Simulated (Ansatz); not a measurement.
Results of PBEsol (Ansatz, a program for electronic structure, plane waves, PAW) for CuI (model structure, started from the HgO type, P6₄22, No. 181, 6 atoms in the cell).

Input file:

Ansatz 0.2 input:
```yaml
crystal:
  lattice:
    - [4.1338102887, -0.0000002846, 0.0]
    - [-2.0669048978, 3.5799848667, 0.0]
    - [0.0, 0.0, 9.4515550436]
  atoms:
    - { symbol: Cu, position: [0.5000699946, 0.5000699946, 0.5] }
    - { symbol: Cu, position: [0.4999300054, 0.0, 0.8333333333] }
    - { symbol: Cu, position: [0.0, 0.4999300054, 0.1666666667] }
    - { symbol: I, position: [0.5000128119, 0.5000128119, 0.0] }
    - { symbol: I, position: [0.4999871881, 0.0, 0.3333333333] }
    - { symbol: I, position: [0.0, 0.4999871881, 0.6666666667] }
basis:
  ecutwfc: 520
  ecutrho_ratio: 4
  xc_grid: 2
kpoints:
  mp_grid: { grid: [12, 12, 4] }
hamiltonian:
  xc: pbesol
  dispersion: none
  pseudopotentials: { kind: paw }
scf:
  occupations: { method: fermi_dirac, width: 0.01 }
output:
  forces: true
  stress: true
  eigenvalues: true
relax:
  f_tol: 0.004
  escape_saddle: false
  max_steps: 80
  cell: { stress_tol: 0.02, fix: [volume] }
```

From the output:

```
Relaxation: its limit of steps is 80 (relax.max_steps)
Crystal: 6 atoms, lattice volume = 139.873 Å³
Basis set: ecut = 520 eV, 3809 PW (Γ), exchange–correlation on 64×64×144 points (8 copies of the dense FFT grid, shifted against one another)
Bands: 65, of which v1, the nominal top of the filled ones, is band 54 counted from 1 (53 counted from 0)
Symmetry: 6 space group operations
Space group: P3121 (ITA 152), of the structure as read, at distance tolerance 5.2e-5 Å
k-points: 69 of 576 (time reversal used)
Functional: x = pbesol(κ = 0.804, μ = 0.12345679012345678), c = pbesol(β = 0.046)
SCF iter   1: F=—  HF=-42063.277505 eV  |F-HF|=—  |Δ(HF+E_count)|=         —  Δρ=9.34e-3  dr2=6.97e-2
SCF iter   2: F=—  HF=-42063.272072 eV  |F-HF|=—  |Δ(HF+E_count)|=   5.43e-3  Δρ=7.07e-3  dr2=4.47e-2
  ...
SCF 1 converged in 8 iterations: F = -42063.257694 eV  dr2 = 2.07e-8
Crystal: 6 atoms, lattice volume = 139.873 Å³
Basis set: ecut = 520 eV, 3785 PW (Γ), exchange–correlation on 64×64×144 points (8 copies of the dense FFT grid, shifted against one another)
Initial density: handed on by an earlier stage of this run
SCF 2 converged in 5 iterations: F = -42063.257788 eV  dr2 = 6.37e-9
Crystal: 6 atoms, lattice volume = 139.873 Å³
SCF iter   5: F=—  HF=-42063.257791 eV  |F-HF|=—  |Δ(HF+E_count)|=  1.46e-10  Δρ=3.14e-7  dr2=9.83e-11
SCF iter   6: F=-42063.257791 eV  HF=-42063.257791 eV  |F-HF|=0.00e0  |Δ(HF+E_count)|=  2.04e-10  Δρ=6.27e-8  dr2=3.74e-12
SCF 3 converged in 6 iterations: F = -42063.257791 eV  dr2 = 3.74e-12
SCF converged after 6 iterations
Free energy (F): -42063.257791 eV
Internal energy: -42063.257791 eV  (E = F + TS)
E sigma→0 (E₀):  -42063.257791 eV
Fermi energy:    11.303464 eV
--- Stress (GPa, compression-positive) ---
        1.120950      -0.000000      -0.000000
       -0.000000       1.120950       0.000000
        0.000000       0.000000       1.141668
  P = ⅓ Tr σ = 1.1279 GPa (11.279 kbar)
```

The cell is one volume of an energy–volume scan, off the minimum.

The PAW data were made under PBE.

Note: the relaxation could raise the start's symmetry but not lower it, so the cell can be a saddle point.

Computing time: very roughly 2.7 core-minutes.

A model structure was made by putting elements into a prototype or built by hand; it is no filed structure, need not be a known phase, and can be a saddle point held by its symmetry.
